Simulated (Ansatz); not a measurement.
Amorphous Si20O47Hf4, 71 atoms at 3.20 g/cm³, one PBE-relaxed geometry, zone centre. Methods: PBE, scalar-relativistic without spin-orbit coupling (Ansatz, a first-principles code); r2SCAN, scalar-relativistic without spin-orbit coupling (Ansatz); HSE06, scalar-relativistic without spin-orbit coupling (Ansatz). Plane waves to 420 eV (r2SCAN 500 eV); exact exchange is cut at the cell's faces. The usual formal charges leave 2 electrons over, so the level spacing at the Fermi energy parts defect or band states and needn't be the band gap. At PBE the levels at both edges of the gap are localised (band-tail or defect states), and the nearest spread-out levels lie 5.5 eV apart at the zone centre. The higher rungs were started with moments on some atoms, which died out.

The cell was made by melting and quenching with the CHGNet potential and then relaxed with DFT. O atoms were pushed apart under 1.9 Å during the dynamics, to hinder bonds among them. The hot cell started wider than the set density and was brought back towards it in steps. It is the lowest in DFT energy of 4 quenches. It is a model cell: composition and starting density were chosen by hand, and all elements were melted together. No dispersion term was used. Its density started from a set value of 3.20 and ended at 3.20 g/cm³. The simulated quench (nominally 480 K/ps over its main leg) is rapid and tends to freeze in more defects than a deposited or slowly cooled glass has. A cell of this size samples the disorder only roughly. The volume was held where the preparation left it, at a PBE pressure of 2.4 GPa. Stress components on the final sampling reach 4.4 GPa. Cycles of charging lowered its energy after that relaxation.

The relaxation ran on the zone centre alone. At PBE the level spacing at the Fermi energy is 2.52 eV on a 2×2×2 Γ-centred mesh, and the spacing at the zone centre alone 2.60 eV.

Q: What zone-centre spacing does r2SCAN give, roughly?

A: 2.90 eV (+0.30 eV against PBE).

Q: What zone-centre spacing does HSE06 give, roughly?

A: 3.73 eV (+1.13 eV against PBE).

The highest filled and the lowest empty state spread over these numbers of atoms (participation numbers): PBE: 4.6 and 4.6; r2SCAN: 4.4 and 4.2; HSE06: 4.2 and 8.5.
